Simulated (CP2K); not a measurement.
Worked example: self-consistent single point of Y3Si (Pm-3m, 4 atoms in the cell) in CP2K.

Method: PBEsol, GPW, DZVP-MOLOPT-SR-GTH basis, GTH-PBE potentials (GTH_POTENTIALS) run with CP2K.

```
Y3Si
1.0
    4.56843     0.00000     0.00000
    0.00000     4.56843     0.00000
    0.00000     0.00000     4.56843
Y Si
3 1
Cartesian
  0.00000   2.28421   2.28421
  2.28421   0.00000   2.28421
  2.28421   2.28421   0.00000
  0.00000   0.00000   0.00000
```

Reference input (self-consistent single point, DFT LDA (Pade form), GPW, DZVP-MOLOPT-SR-GTH basis, GTH-PADE potentials (GTH_POTENTIALS)): CUTOFF = 500 Ry; REL_CUTOFF = 50 Ry; SMEAR/METHOD = GAUSSIAN; SIGMA = 0.272 eV; KPOINTS/SCHEME = MONKHORST-PACK 6 6 6; GAMMA_CENTERED = T; XC_FUNCTIONAL = PADE; Y/BASIS_SET = DZVP-MOLOPT-SR-GTH; Y/POTENTIAL = GTH-PADE-q11; Si/BASIS_SET = DZVP-MOLOPT-SR-GTH; Si/POTENTIAL = GTH-PADE-q4; METHOD = GPW. This run's input differs from it in these lines:

```diff
@@ -43,3 +43,6 @@
     &XC
-      &XC_FUNCTIONAL PADE
+      &XC_FUNCTIONAL
+        &PBE
+          PARAMETRIZATION PBESOL
+        &END PBE
       &END XC_FUNCTIONAL
@@ -76,3 +79,3 @@
       BASIS_SET DZVP-MOLOPT-SR-GTH
-      POTENTIAL GTH-PADE-q11
+      POTENTIAL GTH-PBE-q11
     &END KIND
@@ -80,3 +83,3 @@
       BASIS_SET DZVP-MOLOPT-SR-GTH
-      POTENTIAL GTH-PADE-q4
+      POTENTIAL GTH-PBE-q4
     &END KIND
```

The program printed (abridged):

```
 SCF WAVEFUNCTION OPTIMIZATION

  Step     Update method      Time    Convergence         Total energy    Change
     1 NoMix/Diag. 0.20E+00      -     1.31866882      -119.9620910211 -1.20E+02
     2 Broy./Diag. 0.20E+00      -     0.02626527      -119.4598040501  5.02E-01
     3 Broy./Diag. 0.20E+00      -     0.04552811      -119.0385905467  4.21E-01
     4 Broy./Diag. 0.20E+00      -     0.01206918      -118.7635887829  2.75E-01
     5 Broy./Diag. 0.20E+00      -     0.00226133      -118.6749237981  8.87E-02
     6 Broy./Diag. 0.20E+00      -     0.00209483      -118.6916145286 -1.67E-02
     7 Broy./Diag. 0.20E+00      -     0.00009191      -118.7043553558 -1.27E-02
     8 Broy./Diag. 0.20E+00      -     0.00012559      -118.7055100486 -1.15E-03
     9 Broy./Diag. 0.20E+00      -     0.00000454      -118.7059207062 -4.11E-04
    10 Broy./Diag. 0.20E+00      -     0.00000716      -118.7057922957  1.28E-04
    11 Broy./Diag. 0.20E+00      -     0.00000017      -118.7057668344  2.55E-05
  *** SCF run converged in    11 steps ***

  Overlap energy of the core charge distribution:               0.00000000000000
  Self energy of the core charge distribution:               -225.83780172059951
  Core Hamiltonian energy:                                     49.64558686015613
  Hartree energy:                                              73.85605756324556
  Exchange-correlation energy:                                -16.36393244689507
  Smearing free energy correction:                             -0.00567709036918
  Fermi energy:                                                 0.35296662185663

  Total energy:                                              -118.70576683439496
  Total energy (extrapolated to sigma->0):                   -118.70292828921038

                     Mulliken Population Analysis

   [... lines left out ...]

 STRESS| Analytical stress tensor [bar]
 STRESS|                        x                   y                   z
 STRESS|      x        1.20233391840E+04  -7.33867567630E-06  -7.34041376181E-06
 STRESS|      y       -7.33867567630E-06   1.20237472731E+04  -7.34012112435E-06
 STRESS|      z       -7.34041376181E-06  -7.34012112435E-06   1.20216455734E+04
 STRESS| 1/3 Trace                                             1.20229106768E+04
```

The run converged in 11 iterations. Against the reference run the pressure goes from -2.09 to 1.20 GPa.

The starting cell comes from a database of computed structures (which also holds hypothetical and non-ambient phases and stackings), without a prior relaxation at this level. Its lattice was rescaled by a random factor within 2.5 % of one. Values carry the incompleteness of an atom-centred basis. The potentials were made for another functional than the one used.

Cost on one core of a shared machine: roughly 50 s.
